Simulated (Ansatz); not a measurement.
Fe on the Si site (Fe_Si) in beta Si3N4, relaxed from two starting moments at each charge below.

The numbers are results of PBE, PAW (plane waves to 420 eV; Ansatz, a program for electronic structure), not measurements. Set-up: 84-site cell; 2×2×2 shifted k-points; start: the Si(1) site; host gap 4.25 eV; charged states image-corrected; no Hubbard U; not converged in cell size; flagged in the runs: a host whose relaxation on this sampling wasn't shown to rest, host ions not shown at rest.

At charge −1 the runs end with 1.0 and 5.0 μB. The state with 5.0 μB lies 1.02 eV below the one with 1.0 μB.
